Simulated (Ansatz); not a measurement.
Base system: CdTe in the zinc blende structure (space group F-43m, No. 216; a = 6.489 Å).

The values are results of PBEsol (Ansatz, a program for electronic structure; PAW; 420 eV plane waves; no spin-orbit coupling), not measurements.

For the base:

```
Quantity       Value
--------  ----------
Band gap     0.65 eV
Density   5.83 g/cm³
```

It is then changed as follows: a hydrostatic pressure of 0.3 GPa.

Question: How does this affect the band gap?

Answer: The band gap increases by 0.02 eV to 0.67 eV.

Question: How does this affect the density?

Answer: The density goes up by 0.042 g/cm³ (5.83 g/cm³ → 5.88 g/cm³).

Spin-orbit coupling, missing from the scalar runs, can matter with Te. Load acts through the strain it causes; cell and atoms are relaxed under it. Stability against distortions was not tested.
